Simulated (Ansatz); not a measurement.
Consider AlN in the wurtzite structure (space group P6_3mc, No. 186; a = 3.089 Å, c = 4.943 Å). Axes: x lies along a and z along c of the hexagonal cell.

Calculations: plane-wave PAW DFT at the LDA level (Ansatz, a program for electronic structure, 420 eV), without spin-orbit coupling.

Before the change:

- Pressure: -0.01 GPa
- Width of the top valence band: 2.44 eV

It is then changed as follows: uniaxial strain ε_zz = +2.40 %, all other strain components held at zero; the atoms relax in the strained cell.

Task: What does the calculation give for the largest internal atomic displacement, pressure and width of the top valence band after the change?

Result: The largest internal atomic displacement is 0.010 Å; the pressure (mean of the normal stresses, compression positive) shrinks by 4.527 GPa, from -0.01 GPa to -4.53 GPa; the width of the top valence band decreases by 0.166 eV (2.44 eV → 2.28 eV).

The levels and masses belong to the bands next to the band gap. Whether these cells are dynamically stable was not tested.
